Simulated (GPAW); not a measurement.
Input and output of a self-consistent single point for C (Fd-3m, 2 atoms in the cell) (GPAW).

Method of the run: LDA (Perdew-Wang 92), GPAW PAW datasets LDA (gpaw-data 1.0.1) (plane waves; GPAW 25.7.0).

```
C
1.0
    0.00000     1.79426     1.79426
    1.79426     0.00000     1.79426
    1.79426     1.79426     0.00000
C
2
Direct
  0.50000   0.50000   0.50000
  0.75000   0.75000   0.75000
```

Reference input (self-consistent single point, DFT PBE, plane waves, GPAW PAW datasets PBE (gpaw-data 1.0.1)): mode = pw; ecut = 900 eV; xc = PBE; kpts = 13 13 13; mesh shift (steps) = 0 0 0; occupations.name = fixed-uniform; nbands = -6; convergence.forces = 0.001 eV/Å; convergence.bands = -4; symmetry.symmorphic = false; symmetry.tolerance = 0.0005; maxiter = 150. This run's input differs from it in these lines:

```diff
@@ -13,3 +13,3 @@
 calc = GPAW(mode={'name': 'pw', 'ecut': 900},
-            xc='PBE',
+            xc='LDA',
             kpts=(13, 13, 13),
```

Its files differ too (potentials: GPAW PAW datasets LDA (gpaw-data 1.0.1)).

Output, abridged:

```
     iter     time        total  log10-change:
                         energy   eigst   dens  force
iter:   1 --:--:--   -20.881920   +1.13
iter:   2 --:--:--   -20.801668   -0.65  -0.83
iter:   3 --:--:--   -20.290918   -0.53  -0.86
iter:   4 --:--:--   -20.265990   -2.30  -1.56
iter:   5 --:--:--   -20.271758   -2.02  -1.71
iter:   6 --:--:--   -20.266697   -2.72  -1.89
iter:   7 --:--:--   -20.266788   -4.81  -3.44
iter:   8 --:--:--   -20.266704c  -4.19  -2.95
iter:   9 --:--:--   -20.266704c  -5.80  -4.10c
iter:  10 --:--:--   -20.266704c  -7.19  -4.27c
iter:  11 --:--:--   -20.266705c  -6.45  -4.33c
iter:  12 --:--:--   -20.266704c  -6.28  -3.80
iter:  13 --:--:--   -20.266704c  -8.01c -5.66c
iter:  14 --:--:--   -20.266704c  -9.57c -6.12c -16.01c
Converged after 14 iterations.

Dipole moment: (2.124644, 2.124644, 2.124644) |e|*Ang

Energy contributions relative to reference atoms: (reference = -2037.605076)

Kinetic:        +15.090900
Potential:      -14.523373
External:        +0.000000
XC:             -20.875228
Entropy (-ST):   +0.000000
Local:           +0.040997
SIC:             +0.000000
--------------------------
Free energy:    -20.266704
Extrapolated:   -20.266704

Showing only first 2 kpts
 Kpt  Band  Eigenvalues  Occupancy
  0     2     11.49936    2.00000
  0     3     11.49936    2.00000
  0     4     16.99520    0.00000
  0     5     16.99520    0.00000

  1     2     10.72126    2.00000
  1     3     10.99180    2.00000
  1     4     16.82979    0.00000
  1     5     17.95232    0.00000

Fermi level: 13.53286

Gap: 4.067 eV
Transition (v -> c):
   [... lines left out ...]
Direct/indirect transitions are different
Direct gap: 5.496 eV
Transition at: (s=0, k=0, n=3, [0.00, 0.00, 0.00])
Energy (eV): -20.266704

Forces in eV/Ang:
  0 C    -0.00000   -0.00000    0.00000
  1 C    -0.00000   -0.00000    0.00000

Stress tensor:
     0.130034    -0.000000     0.000000
    -0.000000     0.130034     0.000000
     0.000000     0.000000     0.130034
Stress (GPa, Voigt): [20.8337 20.8337 20.8337  0.      0.     -0.    ]
```

The run converged in 14 iterations. GPAW prints stress with tension positive. Against the reference run the gap on the mesh goes from 4.106 to 4.067 eV.

At such cutoffs GPAW's stress carries a finite-basis (Pulay) error, which enters relaxed cells too; its log prints stress with tension positive.

The starting cell comes from a database of computed structures (which also holds hypothetical and non-ambient phases and stackings), without a prior relaxation at this level. Its lattice was rescaled by a random factor within 2.5 % of one.
